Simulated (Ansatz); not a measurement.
# Competing hops of interstitial Li in zinc-blende BN, charge state +1

System: interstitial Li in zinc-blende BN (charge state +1). These are PBE, PAW (plane waves to 420 eV; Ansatz, a first-principles code) values and carry that method's errors.

64-site cell at the relaxed PBE lattice, a 2×2×2 k-point mesh shifted by half a step, smearing 0.01 eV, spin-restricted, no finite-size correction. No zero-point or tunnelling terms. The charge state is imposed; whether it is stable for some Fermi level was not computed. Sites that were not tried may lie lower.

Barriers: single points on a 3×3×3 k-point mesh shifted by half a step at the bands' geometries.

```tsv
Route	Start site over the lowest site run (eV)	Hop (Å)	Forward barrier (eV)	Backward barrier (eV)	Neighbours at the start	Neighbours at the saddle	Saddle order	Forward, on the band's own sampling (eV)
a direct jump of one Li atom	0.00	1.57	1.70	1.39	6 B at 1.90; 4 N at 1.62 Å	3 B at 1.68; 3 N at 1.60 Å	inconclusive, on a symmetry element	1.70
```

Paths come from climbing-image nudged elastic band runs.  A band can be held on a symmetry element, so unchecked saddle points there may be too high.

The whole set of runs took very roughly 1.6 core-hours.
